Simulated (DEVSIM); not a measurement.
Structure: GaN p-n junction from an implanted or diffused profile, at 250 K.

Layer 1 from the left is GaN, thickness (μm) 85.0, Nd (cm⁻³) 5.7e16, τn (s) 4.1e-9, τp (s) 4.1e-9.

Added acceptor profile: 2.9e18 cm⁻³ × exp(−(x − 0.058 μm)²/(2·(0.073 μm)²)). Left contact: ohmic. Right contact: ohmic. Voltage is applied to the left contact. Recombination: SRH at mid-gap. Mobility is μmin + (μ − μmin)/(1 + (N/Nref)^α).

This is a model device: material constants are rounded textbook-type values typed into the input, and sizes, dopings and lifetimes were drawn at random. Values at 300 K; Nc and Nv go as T^1.5, mobilities as T to minus their exponent, the gap by Varshni's rule with the affinity fixed.

GaN: gap (eV) 3.43, affinity (eV) 4.1, permittivity 9.5, Nc (cm⁻³) 2.3e18, Nv (cm⁻³) 4.6e19, μn (cm²/Vs) 1200, μp (cm²/Vs) 100, μn,min 55, μp,min 3, Nref,n 2e17, Nref,p 3e17, αn 1, αp 2, T exponent of μn 1.5, T exponent of μp 2, Varshni α (eV/K) 0.00091, Varshni β (K) 830.

Model (solved in DEVSIM): 1D drift-diffusion, Boltzmann statistics, complete ionisation; no tunnelling, impact ionisation, image-force lowering or self-heating.

Task: What does the simulation give for the dark forward voltage at 100 A/cm², the dark forward voltage at 1 A/cm², the potential step across the device at zero bias?

Result: dark forward voltage at 100 A/cm² 3.294 V; dark forward voltage at 1 A/cm² 3.111 V; potential step across the device at zero bias 3.315 V.
